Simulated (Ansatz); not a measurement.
Consider Na in the bcc (W type) structure (space group Im-3m, No. 229; a = 4.226 Å; relaxed with 0.1 eV smearing). Axes: x, y, z lie along the cube axes.

All numbers come from r2SCAN (Ansatz, a quantum-chemistry and plane-wave program; PAW; 500 eV plane waves; no SOC), earlier PAW set.

For the base:

The volume per atom comes out as 37.74 Å³.

Perturbation: compressive biaxial strain of 2.38 % in the plane normal to [001], as in epitaxy on a mismatched substrate; the out-of-plane cell vector and the atoms relax.

Q: Predict the new in-plane stress and volume per atom.

A: The mean in-plane stress (compression positive) amounts to +0.1 GPa; the volume per atom falls by 0.20 Å³ to 37.54 Å³.

Whether these cells are dynamically stable was not tested.
